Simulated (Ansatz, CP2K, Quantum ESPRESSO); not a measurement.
# La2AsI2 (P1, 5 atoms in the cell) computed with different codes at matched settings

Self-consistent single point, at a second geometry (atoms moved at random). First geometry:

```yaml
crystal:
  lattice:
    - [4.47682, 0.00000, 0.00000]
    - [-2.23841, 3.87704, 0.00000]
    - [0.00000, 0.00000, 11.34196]
  atoms:
    - { symbol: La, position: [0.33333, 0.66667, 0.14806] }
    - { symbol: La, position: [0.66667, 0.33333, 0.85194] }
    - { symbol: As, position: [0.00000, 0.00000, 0.00000] }
    - { symbol: I, position: [0.33333, 0.66667, 0.66483] }
    - { symbol: I, position: [0.66667, 0.33333, 0.33517] }
```

Second geometry:
```
La2AsI2
1.0
    4.47682     0.00000     0.00000
   -2.23841     3.87704     0.00000
    0.00000     0.00000    11.34196
La As I
2 1 2
Direct
  0.32019   0.65473   0.14794
  0.66418   0.33189   0.85472
  0.00384   0.98500   0.99503
  0.32826   0.67729   0.66402
  0.68352   0.35109   0.33829
```

Shared settings, as Ansatz (an electronic-structure program) writes them: kpoints.mp_grid.grid = 6 6 2; scf.occupations.method = fermi_dirac; scf.occupations.width = 0.1 eV. Potentials and cutoffs stand in the table.

```json
[
 {"code": "CP2K", "model": "LDA (Pade form), GPW, DZVP-MOLOPT-SR-GTH basis, GTH-PADE potentials (GTH_POTENTIALS)", "ΔF from the first geometry (meV/atom)": "13.4", "pressure (GPa)": "-4.02", "largest force (eV/Å)": "0.612", "cutoff": "grid 500 Ry"},
 {"code": "Quantum ESPRESSO", "model": "LDA (PZ), GBRV 1.5 ultrasoft (LDA) pseudopotentials", "ΔF from the first geometry (meV/atom)": "13.8", "pressure (GPa)": "-4.27", "largest force (eV/Å)": "0.621", "cutoff": "40 Ry"},
 {"code": "Ansatz", "model": "LDA (PW92), PAW files made with PBE", "ΔF from the first geometry (meV/atom)": "13.7", "pressure (GPa)": "-4.31", "largest force (eV/Å)": "0.628", "cutoff": "default"}
]
```

Size of the force on each atom (eV/Å): Sizes of forces hide their directions.

| code | La1 | La2 | As3 | I4 | I5 |
|---|---|---|---|---|---|
| CP2K | 0.337 | 0.298 | 0.612 | 0.542 | 0.570 |
| Quantum ESPRESSO | 0.296 | 0.335 | 0.576 | 0.600 | 0.621 |
| Ansatz | 0.292 | 0.328 | 0.566 | 0.608 | 0.628 |

On Ansatz's run: spin-orbit coupling is off.

The spread over the programs that give each value: ΔF from the first geometry within 0.4 meV/atom; pressure within 0.29 GPa; largest force within 0.016 eV/Å.

CP2K uses small atom-centred bases, whose incompleteness enters pressures, forces and empty levels differently from a plane-wave cutoff. Ansatz's pressure is given at a fixed set of plane waves, as the other plane-wave codes print theirs. The same LDA comes in different parametrisations, which differ slightly.

The starting cell comes from a database of computed structures (which also holds hypothetical and non-ambient phases and stackings), without a prior relaxation at this level. Its lattice was rescaled by a random factor within 2.5 % of one. For this run, on top of that: atoms moved at random.

Keys are those of Ansatz 0.2.
